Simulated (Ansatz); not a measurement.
The (111) face of black phosphorus can be cut between different planes. Symmetric, stoichiometric slabs relaxed in the 1x1 cell (28.0 Å²): top plane P, 0.36 Å over the next in the ideal cut; top plane P, 1.62 Å over the next in the ideal cut.

Calculation: PBE with D3(BJ) dispersion (plane waves to 420 eV, PAW; Ansatz, an electronic-structure program).

Question: Put the candidates in order of surface energy, lowest first, for PBE with D3(BJ) dispersion.

Answer: the cut with an outer spacing of 0.36 Å (0.97 J/m²), the cut with an outer spacing of 1.62 Å (1.11 J/m²)
